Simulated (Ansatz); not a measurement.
Lattice constant a of Sn (model structure, started from the Ge type, P4₃2₁2, No. 96, 12 atoms in the cell) at several levels of theory

No measured value is used here.

| level (code) | value (Å) |
|---|---|
| LDA (Ansatz) | 6.713 |
| PBE (Ansatz) | ___ |
| PBEsol (Ansatz) | 6.787 |
| r²SCAN (Ansatz) | 6.841 |

Question: Some entries are withheld; supply them.

Answer: 
- PBE (Ansatz, an electronic-structure program), value (Å): 6.900

Cutoffs differ between the levels. Ansatz's density-functional and Hartree–Fock values are scalar-relativistic unless marked +SOC, with PAW data made under PBE.

A model structure was made by putting elements into a prototype or built by hand; it is no filed structure, need not be a known phase, and can be a saddle point held by its symmetry.
